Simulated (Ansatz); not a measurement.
## What uniaxial strain ε_zz = −2.05 % does to Sr

Base system: Sr in the fcc (Cu type) structure (space group Fm-3m, No. 225; a = 6.1048 Å; relaxed with 0.1 eV smearing). Axes: x, y, z lie along the cube axes.

Perturbation: uniaxial strain ε_zz = −2.05 %, all other strain components held at zero, atoms relaxed at fixed cell.

Method: Ansatz (a program for electronic structure) r2SCAN, no spin-orbit coupling, earlier PAW set. Settings: 19×19×19 k-points, 0.1 eV Fermi–Dirac smearing.

The space group goes from Fm-3m (No. 225) to I4/mmm (No. 139) and the shortest interatomic distance drops by 0.044 Å to 4.273 Å. The energy rises by 1.1 meV/atom and the pressure (mean of the normal stresses, compression positive) goes from zero to 0.3 GPa. The band gap stays zero and the stress (xx, yy, zz, yz, xz, xy; compression positive) amounts to (0.2, 0.2, 0.3, 0.0, 0.0, 0.0) GPa.

Stability against distortions was not tested.
